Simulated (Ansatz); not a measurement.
# TiB2: pressure 0.9 GPa

Base system: TiB$_{2}$ (space group P6/mmm, No. 191; a = 3.017 Å, c = 3.185 Å).

Now apply this change: cell and atoms relaxed at a pressure of 0.9 GPa.

The values are results of Kohn–Sham DFT with the PBEsol functional, run in Ansatz (a first-principles code) with PAW and 420 eV plane waves, scalar-relativistic without spin-orbit coupling, not measurements. Settings: 13×13×10 k-points, 0.05 eV Fermi–Dirac smearing.

* **Volume per atom**: 8.34 Å³ (base 8.37 Å³)
* **Density**: 4.61 g/cm³ (base 4.59 g/cm³)
* **Lattice parameter a**: 3.014 Å (base 3.017 Å)
* **Shortest interatomic distance**: 1.740 Å (base 1.742 Å)
* **Enthalpy H = E + PV relative to the base's energy**: +0.05 eV/atom
* **Band gap**: zero (base zero)

Cost of the whole job for the changed cell (relaxation, final SCF and bands): around 17 core-seconds (rough).

The mesh was chosen for an insulator and is coarse for the gapless case. Load acts through the strain it causes; cell and atoms are relaxed under it. Stability against distortions was not tested. All final runs are without spin polarisation.
